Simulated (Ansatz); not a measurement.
Consider GaN in the zinc blende structure (space group F-43m, No. 216; a = 4.498 Å).

Computed with Ansatz (a quantum-chemistry and plane-wave program) PBEsol, scalar-relativistic without spin-orbit coupling.

Its conduction minimum is a single valley at Γ with mass 0.15 mₑ.

The change: electron doping at 2.0×10^22 cm⁻³ (0.455 per cell), with a uniform compensating background at fixed cell and a 300 K Fermi–Dirac width.

Question: Where would a parabolic band put the Fermi level, and where does the calculation put it?

Answer: k_F = (3π²n)^(1/3) = 0.840 Å⁻¹, so ħ²k_F²/2m = 17 eV above the band edge at zero temperature. The calculation gives 2.85 eV (to 0.05 eV): the band is strongly non-parabolic or higher valleys fill at this density.

Charged cell with a jellium background: band edges are those of the host's band count, energies are not comparable with the neutral cell, and many-body gap narrowing is missing. The levels and masses belong to the bands next to the band gap. Effective masses come from finite differences of ±0.01 Å⁻¹. No phonon test of stability was made. This is not the structure that GaN has at room temperature and ambient pressure.
